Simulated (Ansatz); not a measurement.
# Effect of biaxial strain −1.70 %, plane normal [111], relaxed out of plane on InP

Consider InP in the zinc blende structure (space group F-43m, No. 216; a = 5.907 Å). Axes: x, y, z lie along the cube axes.

Perturbation: biaxial strain −1.70 %, plane normal [111], relaxed out of plane (Cartesian); in-plane vectors clamped, the third vector and the atoms free.

Calculations: r2SCAN/PAW in Ansatz (a first-principles code), spin-orbit coupling left out, earlier PAW set. Settings: 10×10×10 k-points, 0.05 eV Fermi–Dirac smearing.

The volume per atom decreases by 0.613 Å³ to 25.15 Å³ and the space group goes from F-43m (No. 216) to R3m (No. 160). The shortest interatomic distance falls by 0.046 bohr (4.834 bohr → 4.788 bohr) and the energy goes up by 7.0 meV/atom. The pressure (mean of the normal stresses, compression positive) increases by 1.72 GPa to 1.73 GPa and the band gap increases by 0.05 eV to 1.07 eV. The gap character stays direct at Γ and the electron mass becomes 0.075 mₑ out of plane, 0.084 mₑ in plane (at Γ) (base: 0.073 mₑ (at Γ)). The valence-band top at Γ (three highest levels, from the VBM) goes from 0.00, 0.00, 0.00 eV to 0.00, 0.00, -0.20 eV and the valley order (the lowest conduction-band minima on the path, energy above the VBM, named in the base's zone) changes from Γ 1.02 eV; L along ⟨111⟩ 1.79 eV; X along ⟨100⟩ 2.04 eV to Γ 1.07 eV; L along [1-11] 1.71 eV; X along [100] 1.90 eV; L along [111] 2.04 eV. The out-of-plane strain comes out as +1.03 % and the ratio −ε⊥/ε∥ amounts to 0.60. The mean in-plane stress (compression positive) comes out as +2.6 GPa.

Final structure (turned so that z lies along the plane normal):

```
InP
1.0
    4.10609     0.00000     0.00000
    2.05304     3.55598     0.00000
    2.05304    -1.18533     3.44558
P In
1 1
Cartesian
  4.10609   2.37065   0.87746
  0.00000   0.00000  -0.01606
```

Cost of the whole job for the changed cell (relaxation, final SCF and bands): roughly 60 core-seconds.

Masses are band curvatures over ±0.01 Å⁻¹ around the edge. No phonon test of stability was made. Labels are those of the standard path for the cell's own space group.
